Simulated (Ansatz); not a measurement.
Defect migration in silicon: interstitial Cu, charge state +1. Method: PBE, PAW (plane waves to 420 eV; Ansatz, a first-principles code).

Settings: 64 host sites, the relaxed PBE lattice, a 2×2×2 k-point mesh shifted by half a step, smearing 0.01 eV, spin-restricted, no image-charge correction. Static, classical nuclei. The charge state is imposed; whether it is stable for some Fermi level was not computed. Sites that were not tried may lie lower.

Barriers: single points on a 3×3×3 k-point mesh shifted by half a step at the bands' geometries.

Relaxed starting cell (atoms counted from 1):

```
CELL_PARAMETERS angstrom
     10.94000     0.00000     0.00000
      0.00000    10.94000     0.00000
      0.00000     0.00000    10.94000
ATOMIC_POSITIONS crystal
  Si 0.00072 0.00049 0.24857
  Si 0.00006 0.99984 0.74825
  Si 0.00015 0.50010 0.24797
  Si 0.00084 0.50144 0.74955
  Si 0.50036 0.99990 0.24796
  Si 0.50169 0.00062 0.74954
  Si 0.50167 0.50143 0.24876
  Si 0.50466 0.50443 0.75254
  Si 0.12614 0.37564 0.12375
  Si 0.12424 0.37563 0.62380
  Si 0.12556 0.87558 0.12386
  Si 0.12614 0.87572 0.62379
  Si 0.62565 0.37573 0.12374
  Si 0.62751 0.37566 0.62380
  Si 0.62632 0.87569 0.12376
  Si 0.62564 0.87568 0.62374
  Si 0.00005 0.25121 0.99959
  Si 0.00084 0.24989 0.49801
  Si 0.00072 0.75087 0.99894
  Si 0.00014 0.75149 0.49936
  Si 0.50168 0.24989 0.99884
  Si 0.50469 0.24686 0.49502
  Si 0.50036 0.75151 0.99954
  Si 0.50167 0.75069 0.49801
  Si 0.12549 0.12526 0.37331
  Si 0.12248 0.12226 0.87719
  Si 0.12259 0.62894 0.37053
  Si 0.12549 0.62614 0.87418
  Si 0.62918 0.12235 0.37053
  Si 0.62638 0.12527 0.87417
  Si 0.62638 0.62613 0.37332
  Si 0.62916 0.62893 0.87707
  Si 0.25142 0.99982 0.99960
  Si 0.25013 0.00063 0.49802
  Si 0.25012 0.50142 0.99882
  Si 0.24712 0.50444 0.49504
  Si 0.75112 0.00050 0.99894
  Si 0.75174 0.99988 0.49934
  Si 0.75175 0.50014 0.99954
  Si 0.75092 0.50141 0.49803
  Si 0.37589 0.37567 0.37220
  Si 0.37588 0.37562 0.87543
  Si 0.37594 0.87570 0.37405
  Si 0.37589 0.87570 0.87351
  Si 0.87593 0.37571 0.37406
  Si 0.87592 0.37566 0.87352
  Si 0.87593 0.87567 0.37338
  Si 0.87583 0.87560 0.87411
  Si 0.25017 0.24993 0.24867
  Si 0.24697 0.24675 0.75270
  Si 0.25155 0.75138 0.24806
  Si 0.25014 0.75079 0.74951
  Si 0.75163 0.25131 0.24806
  Si 0.75101 0.24992 0.74950
  Si 0.75112 0.75089 0.24857
  Si 0.75164 0.75139 0.74814
  Si 0.37589 0.12589 0.12374
  Si 0.37587 0.12403 0.62383
  Si 0.37595 0.62539 0.12373
  Si 0.37590 0.62730 0.62378
  Si 0.87583 0.12534 0.12385
  Si 0.87593 0.12590 0.62379
  Si 0.87593 0.62607 0.12378
  Si 0.87593 0.62539 0.62373
  Cu 0.37548 0.37531 0.62420
```
Cell charge +1.

End state 1 differs by these moves (Å; atoms that move under 0.08 Å are left out):

```tsv
atom	element	Δx	Δy	Δz
65	Cu	1.37	1.37	-1.37
```

**Question.** Predict the forward and backward barriers to end state 1 from PBE, PAW.

**Answer.** forward 0.11 eV, backward 0.11 eV; at the saddle point atom 65 has neighbours 6 Si at 2.37 Å. The check of the saddle point's order was inconclusive, and it lies on a symmetry element of the cell, where a band can be held.
